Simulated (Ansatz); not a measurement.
Take CeO2 in the CdI2 type structure (space group P-3m1, No. 164; a = 3.602 Å, c = 4.523 Å; a hypothetical phase, not in the database extracts checked) as the base.

(Cell as relaxed with PBE-D3(BJ).)

Levels (all Ansatz, a quantum-chemistry and plane-wave program, PAW, earlier PAW set): PBE-D3(BJ) (420 eV, no spin-orbit coupling); r2SCAN+rVV10 (500 eV, spin-orbit coupling left out).

Each level relaxes its own structure.

```tsv
base	PBE-D3(BJ)	r2SCAN+rVV10
volume per atom	16.94 Å³	16.44 Å³
lattice parameter a	3.602 Å	3.595 Å
band gap	2.23 eV	2.48 eV
```

One thing is altered: cell and atoms relaxed at a pressure of 7.5 GPa.

| quantity | PBE-D3(BJ) | r2SCAN+rVV10 |
|---|---|---|
| shortest interatomic distance | 2.245 Å | ? |
| band gap | 2.03 eV | ? |

Task: What does r2SCAN+rVV10 give?

Result: 
- shortest interatomic distance, r2SCAN+rVV10: 2.242 Å
- band gap, r2SCAN+rVV10: 2.27 eV

PBE-D3(BJ)'s shortest interatomic distance lies 0.003 Å above r2SCAN+rVV10's (0.1 %); PBE-D3(BJ)'s band gap lies 0.24 eV below r2SCAN+rVV10's. Neither level is exact; r2SCAN+rVV10 is the comparison here, not a measurement.

Load acts through the strain it causes; cell and atoms are relaxed under it. Stability against distortions was not tested. Competing high-pressure phases were not computed. Seeded moments were not kept for the base. All final runs are without spin polarisation.
